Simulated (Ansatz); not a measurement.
Start from KI in the rock salt structure (space group Fm-3m, No. 225; a = 7.0065 Å).

Computed with PBEsol/PAW in Ansatz (a first-principles code), scalar-relativistic without spin-orbit coupling.

Base values:

| Item | Value |
|---|---|
| Gap character | direct at Γ |
| Electron mass | 0.32 mₑ (at Γ) |

Modification: the cell is scaled by 0.9417 in all directions; the atoms relax in the strained cell.

**Question.** Estimate the effect on the gap character and electron mass.

**Answer.** The gap character remains direct at Γ; the electron mass changes from 0.32 mₑ (at Γ) to 0.29 mₑ (at Γ).

With I present, leaving out spin-orbit coupling can change the band edges. Effective masses come from finite differences of ±0.01 Å⁻¹. Stability against distortions was not tested.
